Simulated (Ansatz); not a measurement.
The starting structures come from a database of crystals and need not be the phases stable at ambient conditions.

# Evanescent states of GeSe2 (I-42d, not sure to be the ambient phase, 6 atoms a cell, 28.1 Å³ an atom) along the normal of (100)

These are PBEsol (plane waves, PAW; Ansatz, a program for electronic structure) values and carry that method's errors.

No gap correction and no spin-orbit coupling; mid-gap values are interpolated between computed energies.

Energies count from the valence-band top; κ is the least over a 6×4 mesh across the current.

```
E (eV)  κ (1/Å)  where
------  -------  -----
0.04      0.096      Γ
0.14      0.146      Γ
0.23      0.154      Γ
0.32      0.160      Γ
0.41      0.164      Γ
0.49      0.167      Γ
0.58      0.169      Γ
0.68      0.170      Γ
0.77      0.170      Γ
0.85      0.168      Γ
0.94      0.166      Γ
1.03      0.162      Γ
1.12      0.156      Γ
1.22      0.149      Γ
1.30      0.140      Γ
1.40      0.128      Γ
1.49      0.113      Γ
1.57      0.056      Γ
```

Q: How thick must the barrier be to attenuate the transmission by 10^4 when the electrodes' Fermi level lies at 1.57 eV, and what attenuation does that film give at 0.85 eV?

A: d = 4 ln 10 / (2 × 0.056) = 82.2 Å. At 0.85 eV it gives 4 × 0.168/0.056 = 12.0 decades.
